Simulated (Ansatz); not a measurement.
# NH3 on the 1x1 (110) surface of zinc-blende InP (cut with top plane In + P), one in a 2x1 cell, started at the site 'hollow P'

Host crystal: zinc-blende InP, with a band gap (PBE, scalar-relativistic without spin-orbit coupling).

These are PBE (plane waves to 420 eV, PAW; Ansatz, a first-principles code) values and carry that method's errors.

Set-up: 24 atoms, 8.9 Å thick at the start under the adsorbate (thin: gaps and levels are the slab's own); mesh 3x4x1; 0.01 eV smearing; dipole correction on; 8 atoms held, the rest relaxed; no symmetry held; no spin, no spin-orbit, no U, no dispersion correction. At the end it is bonded to In. In PBE it is, or lies within 0.03 eV of, the lowest of the starts that converged.

The adsorption energy against NH3(g) is -0.91 eV and the change of the step from the bottom to the top vacuum level, against the clean slab is -1.20 eV. The energy released by relaxation comes out as 2.09 eV. The height of the binding atom over the mean of the host atoms within 0.3 Å of the top one is 1.199 Å, the nearest host atoms of the binding atom is In at 2.38 Å, P at 3.57 Å, P at 3.71 Å and the largest move of a host atom is 0.26 Å. The note is in the relaxation the adsorbate left its starting site by 2.8 Å and the cost comes out as about 90 core-minutes (a rough figure).

A negative adsorption energy means that the adsorbate is more stable on the surface than in its reference.
